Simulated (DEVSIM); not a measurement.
Device: Ru/AlN/n-In0.53Ga0.47As capacitor, at 300 K.

```csv
layer (left to right),material,thickness (nm),Nd (cm⁻³)
1,AlN,8.80,-
2,In0.53Ga0.47As,2400,5.4e16
```

Metal gate on the left, work function 4.7 eV. Fixed charge at the semiconductor interface -1.3e10 cm⁻² (in units of +e); no interface traps.

Constants are typed, rounded textbook-type inputs, not results; the design itself was drawn at random and stands for no fabricated device. Values at 300 K.

```csv
parameter,AlN,In0.53Ga0.47As
gap (eV),6.1,0.74
affinity (eV),1.9,4.51
permittivity,8.5,13.9
Nc (cm⁻³),-,2.1e17
Nv (cm⁻³),-,7.7e18
```

DEVSIM, 1D Poisson equation in equilibrium, Boltzmann statistics, complete ionisation; no quantum confinement or tunnelling. Metal contacts follow the ideal Schottky-Mott rule: no Fermi-level pinning, no interface dipoles.

The fixed charge was swept, all else fixed.

```csv
fixed charge (cm^-2),threshold voltage (band bending 2φF) (V),flat-band voltage (V)
-1.42e12,-0.28,0.42
-7.18e11,-0.42,0.29
-1.3e10,(withheld),0.16
6.92e11,-0.68,0.03
1.4e12,-0.81,-0.11
```

Complete the blanks.


- -1.3e10, threshold voltage (band bending 2φF) (V): -0.55
